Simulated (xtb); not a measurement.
xtb 6.7.1, GFN1-xTB: Cr(NH)(S)(NMe2)(Me) (C[N](C)[Cr]([CH3])(=[NH])=[S]), 17 atoms. The geometry is a generated start, not checked to be a minimum at this level.

| Item | Value |
|---|---|
| method | GFN1-xTB |
| --acc | 1 (default) |
| --etemp (K) | 300 (default) |
| detailed input (--input) | none: ANC optimiser, Lindh (1995) Hessian, microcycle=20, maxdispl=1.0, hlow=0.01 (default) |
| basis functions | 60 |
| valence electrons | 44 |

```xyz
17

Cr     0.2069    -0.8324     0.8448
N      0.7892    -2.2969     0.4082
H      1.1461    -3.2415     0.3186
S      0.2792    -0.4525     2.8653
N      0.5185     0.5574    -0.2333
C      0.3171     1.9172     0.2091
C      1.0207     0.5199    -1.5798
H      1.2635     2.4781     0.1936
H     -0.3892     2.4308    -0.4578
H     -0.0856     1.9334     1.2245
H      0.3360     1.0428    -2.2597
H      2.0014     1.0114    -1.6503
H      1.1198    -0.5153    -1.9061
C     -1.8395    -1.1062     0.5444
H     -2.3853    -0.2323     0.9167
H     -2.2201    -1.9817     1.0762
H     -2.0787    -1.2321    -0.5142
```

Charge 0 and multiplicity 1 are set for this test and not shown to be the ground state.

The structure is relaxed from this start with --opt LEVEL for the levels crude, sloppy, loose, lax, normal, tight, vtight, extreme, once each. Up to the end of the extreme run atoms move by at most 0.21 Å along an axis.

Task: What is the loosest level that ends within 1 meV of the extreme run, and how many cycles does it take?

Result: normal: 25 cycles against 32, ending 0.14 meV above.

```tsv
level	cycles	energy above the extreme run (meV)	gradient norm (eV/Å)
crude	4	12	0.28
sloppy	6	6.3	0.19
loose	6	6.3	0.19
lax	9	4.4	0.099
normal	25	0.14	0.012
tight	29	under 0.01	0.0091
vtight	31	under 0.01	0.0025
extreme	32	—	0.0013
```
